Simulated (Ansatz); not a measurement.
CoPt3O6 (space group Cmmm, No. 65; ferromagnetic; a cell from a computed database, its experimental status unchecked)

```cif
data_CoO6Pt3
_chemical_formula_sum 'Co1 Pt3 O6'
_space_group_name_H-M_alt 'P 1'
_space_group_IT_number 1
_cell_length_a 6.04469
_cell_length_b 6.04469
_cell_length_c 3.18556
_cell_angle_alpha 90.000
_cell_angle_beta 90.000
_cell_angle_gamma 109.349
loop_
_space_group_symop_operation_xyz
  'x, y, z'
loop_
_atom_site_label
_atom_site_type_symbol
_atom_site_fract_x
_atom_site_fract_y
_atom_site_fract_z
_atom_site_occupancy
Co1 Co 0.50000 0.50000 0.50000 1
Pt1 Pt 0.00000 0.00000 0.50000 1
Pt2 Pt 0.00000 0.50000 0.00000 1
Pt3 Pt 0.50000 0.00000 0.00000 1
O1 O 0.64476 0.35524 0.00000 1
O2 O 0.35524 0.64476 0.00000 1
O3 O 0.90990 0.65711 0.50000 1
O4 O 0.09010 0.34289 0.50000 1
O5 O 0.65711 0.90990 0.50000 1
O6 O 0.34289 0.09010 0.50000 1
```

All numbers come from Ansatz (a first-principles code), PBEsol, PAW, cutoff 420 eV, spin-orbit coupling left out. Settings: 8×8×15 k-points, 0.05 eV Fermi–Dirac smearing.

| Property | Value |
|---|---|
| Volume per atom | 10.98 Å³ |
| Density | 11.19 g/cm³ |
| Band gap | zero |
| Magnetic state | ferromagnetic |
| Total energy | -4560.009 eV/atom (σ→0; compares only within this code and set-up) |

No phonon test of stability was made. No Hubbard U is applied and the magnetic state is the run's own (CoPt3O6 ferromagnetic); small cells can't hold the antiferromagnetic order that many such compounds have, so gaps and moments can be off.
